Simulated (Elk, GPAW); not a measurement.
An Elk input for a self-consistent single point of RbMg6Zr (Amm2, 8 atoms in the cell) (DFT, PBEsol, all-electron FP-LAPW, Elk's shipped species files, APW+lo basis with extra local orbitals):

```
tasks
  0

xctype
  22

rgkmax
  7.5

gmaxvr
  16.0

nxlo
  2

lorbcnd
  .true.

lmaxi
  3

stype
  3

swidth
  0.00367493

scale
  9.921213332

avec
    1.0000000000    0.0000000000    0.0000000000
    0.0000000000    0.6517824490    1.1100973699
    0.0000000000   -0.6517824490    1.1100973699

atoms
  3   : nspecies
  'Rb.in'   : spfname
  1   : natoms; atposl, bfcmt below
  0.5000000000  0.5857800000  0.5857800000    0.0 0.0 0.0
  'Mg.in'   : spfname
  6   : natoms; atposl, bfcmt below
  0.0000000000  0.9387700000  0.4014900000    0.0 0.0 0.0
  0.0000000000  0.4014900000  0.9387700000    0.0 0.0 0.0
  0.0000000000  0.4009400000  0.4009400000    0.0 0.0 0.0
  0.5000000000  0.6053000000  0.0764800000    0.0 0.0 0.0
  0.5000000000  0.0764800000  0.6053000000    0.0 0.0 0.0
  0.5000000000  0.0752800000  0.0752800000    0.0 0.0 0.0
  'Zr.in'   : spfname
  1   : natoms; atposl, bfcmt below
  0.0000000000  0.9159400000  0.9159400000    0.0 0.0 0.0

ngridk
  4 3 3
```

Problem. Write the same calculation as an input for GPAW.

Solution. This is the input that was run; spellings and numerical settings could be chosen otherwise.

```python
from ase import Atoms
from ase.units import GPa
from gpaw import GPAW

atoms = Atoms(['Rb', 'Mg', 'Mg', 'Mg', 'Mg', 'Mg', 'Mg', 'Zr'],
              cell=[[5.250080, 0.000000, 0.000000],
                    [0.000000, 3.421910, 5.828100],
                    [0.000000, -3.421910, 5.828100]],
              scaled_positions=[[0.500000, 0.585780, 0.585780],
                                [0.000000, 0.938770, 0.401490],
                                [0.000000, 0.401490, 0.938770],
                                [0.000000, 0.400940, 0.400940],
                                [0.500000, 0.605300, 0.076480],
                                [0.500000, 0.076480, 0.605300],
                                [0.500000, 0.075280, 0.075280],
                                [0.000000, 0.915940, 0.915940]],
              pbc=True)

calc = GPAW(mode={'name': 'pw', 'ecut': 850},
            xc='PBEsol',
            kpts={'size': (4, 3, 3), 'gamma': True},
            occupations={'name': 'fermi-dirac', 'width': 0.1},
            nbands=-16,
            convergence={'forces': 0.001},
            symmetry={'symmorphic': False, 'tolerance': 0.0005},
            maxiter=120)

atoms.calc = calc

energy = atoms.get_potential_energy()
print('Energy (eV):', round(energy, 6))
forces = atoms.get_forces()
print('Forces (eV/Ang):')
print(forces.round(5))
stress = atoms.get_stress()
print('Stress (GPa, Voigt):', (stress / GPa).round(4))
```

Basis, cutoffs, solver keys and any potentials are the target program's own. This input uses DFT PBEsol, plane waves, GPAW PAW datasets PBEsol (made by gpaw-setup).

The starting cell comes from a database of computed structures (which also holds hypothetical and non-ambient phases and stackings), without a prior relaxation at this level.
